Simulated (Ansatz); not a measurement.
Cubic perovskite CsCdCl₃, treated with HSE06 (Ansatz, a program for electronic structure, PAW).

Numerical settings: plane-wave cutoff 460 eV, 6×6×6 k mesh, Fermi–Dirac smearing 0.01 eV, scalar-relativistic PAW data made under PBE.

Results at a series of volumes:

| V (Å³/atom) | E − E_lowest (meV/atom) |
|---|---|
| 28.030 | 8.34 |
| 28.768 | 1.99 |
| 29.590 | 0.00 |
| 30.243 | 1.73 |
| 30.981 | 6.70 |

Task: Estimate the bulk modulus and its pressure derivative from these points.

Result: V0 = 29.514 Å³/atom, B0 = 32.5 GPa, B′ = 4.9 (fit to the energies at full precision).

Spin–orbit coupling is not included.

The computed numbers hold no vibrational or temperature effects.
